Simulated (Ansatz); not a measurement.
Total g(r) from a molecular-dynamics run [in the run: 2×2×2 k-points, which a denser mesh shifts by 0.3 GPa in pressure and 0.03 eV/Å in forces]. Calculation: PBE (plane waves, PAW; Ansatz, a program for electronic structure).

(r (Å), g(r)): (1.02, 0.00); (1.14, 0.00); (1.26, 0.00); (1.38, 0.00); (1.50, 0.00); (1.62, 0.00); (1.74, 0.00); (1.86, 0.00); (1.98, 0.00); (2.10, 0.00); (2.22, 0.00); (2.34, 0.00); (2.46, 0.00); (2.58, 0.04); (2.70, 3.47); (2.82, 9.35); (2.94, 2.77); (3.06, 0.17); (3.18, 0.00); (3.30, 0.00); (3.42, 0.00); (3.54, 0.00); (3.66, 0.00); (3.78, 0.25); (3.90, 1.43)

**Question.** Which system gave this curve?
A. Pt (fcc), crystal, 295 K
B. AlN (zinc blende; a metastable form), crystal, 2425 K
C. GaN (wurtzite), crystal, 327 K, 1.9 GPa
D. AlN (zinc blende; a metastable form), crystal, 313 K, 2.0 GPa

**Answer.** A, Pt (fcc), crystal, 295 K
